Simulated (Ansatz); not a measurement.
Base system: TiO2 in the rutile structure (space group P4_2/mnm, No. 136; a = 4.548 Å, c = 2.917 Å). Axes: x, y, z lie along a, b, c of the conventional cell.

All numbers come from Ansatz (an electronic-structure program) LDA, no SOC.

For the base:

The pressure comes out as 0.0 kbar and the electron mass is 0.52 mₑ along c, 1.1 mₑ across (at Γ). The band gap is 1.86 eV and the gap character is direct at Γ.

One thing is altered: tensile biaxial strain of 1.20 % in the plane normal to [001], as in epitaxy on a mismatched substrate; the out-of-plane cell vector and the atoms relax.

What does the calculation give for the pressure, electron mass, band gap, gap character and ratio −ε⊥/ε∥ after the change?

The pressure (mean of the normal stresses, compression positive) goes from zero to -30.7 kbar; the electron mass changes from 0.52 mₑ along c, 1.1 mₑ across (at Γ) to 0.51 mₑ out of plane, 1.1 mₑ in plane (at Γ); the band gap goes up by 0.02 eV, from 1.86 eV to 1.88 eV; the gap character stays direct at Γ; the ratio −ε⊥/ε∥ is 0.63.

Masses are band curvatures over ±0.01 Å⁻¹ around the edge. Stability against distortions was not tested. The final runs are not spin-polarised.
